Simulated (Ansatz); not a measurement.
The starting structures come from a database of crystals and need not be the phases stable at ambient conditions.

Given:

```xyz
16
Lattice="3.8826 0.0000 0.0000 0.0000 7.7185 0.0000 0.0000 0.0000 7.7185" Properties=species:S:1:pos:R:3 pbc="T T T"
W      3.7641     1.8499     5.7092
W      0.1185     2.0094     1.8499
W      3.7641     5.8686     2.0094
W      0.1185     5.7092     5.8686
O      1.9144     1.9106     5.7698
O      1.9682     1.9487     1.9106
O      1.9144     5.8080     1.9487
O      1.9682     5.7698     5.8080
O      3.8796     5.7922     3.8827
O      0.0030     3.8358     5.7922
O      3.8796     1.9264     3.8358
O      0.0030     3.8827     1.9264
O      0.0030     5.7857     0.0235
O      3.8796     0.0235     1.9329
O      0.0030     1.9329     7.6951
O      3.8796     7.6951     5.7857
```

Space group of this cell: P-42_1m. The cell is taken as given; by PBEsol its mean pressure is -10.8 GPa.

Transport runs along the normal of the first two printed cell vectors, the (100) plane of the conventional cell.

The gap is the functional's own, uncorrected, and κ follows it; spin-orbit coupling is left out. Mid-gap values are interpolated between the computed energies.

Task: Compute, with Ansatz (a first-principles code) with PBEsol, the band gap and the smallest decay constant κ at mid-gap.

Result: Gap 0.74 eV on a 8×4×4 mesh; κ = 0.122 1/Å, at the zone centre.
